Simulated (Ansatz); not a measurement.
WCo3 (Pm-3m, No. 221, 4 atoms in the cell; start mp-1008274), treated with PBEsol (Ansatz, a first-principles code, plane waves, PAW).

Numerical settings: plane-wave cutoff 520 eV, 16×16×16 k mesh, Fermi–Dirac smearing 0.05 eV, spin-polarised start, scalar-relativistic PAW data made under PBE.

Cell (relaxed at this level):

Co3W is modelled in the cubic space group Pm-3m (No. 221), the Cu3Au type structure, Pearson symbol cP4. Cell: a = b = c = 3.5502 Å, α = β = γ = 90.00°. Co on 3c sees 8 Co at 2.510 Å and 4 W at 2.510 Å (cuboctahedral). W on 1a sees 12 Co at 2.510 Å and 6 W at 3.550 Å. (Neighbours: up to the widest gap in distance over summed covalent radii, below 1.35, at either atom.)

Question: Estimate the bulk modulus that the calculation returns.

Answer: 
bulk modulus: 305 GPa

The run finds no gap.

Note: the magnetic order was assumed, not searched for or taken from measurement; the bulk modulus is −V dP/dV from two relaxed cells at ±2 % in volume; the relaxation could not lower the start's symmetry, so the cell can be a saddle point above a distorted one.

Spin–orbit coupling is not included.

A start named mp-… is a Materials Project structure, which need not be a measured phase.
